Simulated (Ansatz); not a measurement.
Base system: PbI2 in the 2H-MoS2 type structure (space group P6_3/mmc, No. 194; a = 4.2732 Å, c = 14.3620 Å; a hypothetical phase, not in the database extracts checked).

Now apply this change: cell and atoms relaxed at a pressure of 0.7 GPa.

Levels (all Ansatz, a quantum-chemistry and plane-wave program, PAW, earlier PAW set): PBEsol-D3(BJ) (420 eV, no spin-orbit coupling); PBEsol+SOC (420 eV, with spin-orbit coupling).

The geometry is relaxed with PBEsol-D3(BJ).

- PBEsol-D3(BJ) hole mass: 0.29 mₑ along c, 0.90 mₑ across (at Γ)
- PBEsol-D3(BJ) smallest direct gap: 1.87 eV
- PBEsol-D3(BJ) gap character: indirect, Γ → K
- PBEsol-D3(BJ) lowest conduction level above the VBM at special points: K 1.10 eV; M 1.43 eV; H 1.55 eV; L 2.02 eV

Task: Predict the hole mass, smallest direct gap, gap character and lowest conduction level above the VBM at special points from PBEsol+SOC.

Result: The hole mass becomes 0.30 mₑ along c, 0.42 mₑ across (at Γ) (PBEsol-D3(BJ): 0.29 mₑ along c, 0.90 mₑ across (at Γ)); the smallest direct gap decreases by 0.37 eV (1.87 eV → 1.50 eV); the gap character is still indirect, Γ → K; the lowest conduction level above the VBM at special points goes from K 1.10 eV; M 1.43 eV; H 1.55 eV; L 2.02 eV to K 0.79 eV; M 1.12 eV; H 1.06 eV; L 1.66 eV.

Single points use the geometry relaxed with PBEsol-D3(BJ). Differences between runs with and without spin-orbit coupling are approximate. Spin-orbit coupling, missing from the scalar runs, can matter with I and Pb. Load acts through the strain it causes; cell and atoms are relaxed under it. Effective masses come from finite differences of ±0.01 Å⁻¹. No phonon test of stability was made.
